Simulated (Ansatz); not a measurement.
Functionals compared on the (31-42) surface of hcp Be in its 1x1 cell, outermost plane spacing 0.17 Å in the ideal cut, in Ansatz (plane waves, PAW). The structure was relaxed with PBE; the other rows are single points on it, each with its references at the same level. Cutoff 420 eV (500 eV for r2SCAN).

Set-up: 42 atoms, 10.6 Å thick at the start; mesh 7x7x1; 0.1 eV smearing; dipole correction on; all atoms relaxed; symmetry of the start imposed; no spin, no spin-orbit, no U. These notes are the PBE run's.

```json
[
 {"functional": "PBE", "surface energy (J/m²)": "2.18", "work function of the top face (eV)": "4.68", "rough cost of the single point": "–"},
 {"functional": "LDA", "surface energy (J/m²)": "2.46", "work function of the top face (eV)": "4.86", "rough cost of the single point": "very roughly 2.6 core-minutes"},
 {"functional": "PBEsol", "surface energy (J/m²)": "2.37", "work function of the top face (eV)": "4.73", "rough cost of the single point": "roughly 2.2 core-minutes"},
 {"functional": "RPBE", "surface energy (J/m²)": "2.03", "work function of the top face (eV)": "4.60", "rough cost of the single point": "about 2.3 core-minutes (a rough figure)"},
 {"functional": "r2SCAN", "surface energy (J/m²)": "2.25", "work function of the top face (eV)": "4.70", "rough cost of the single point": "very roughly 4 core-minutes"}
]
```

Ansatz is an electronic-structure program.
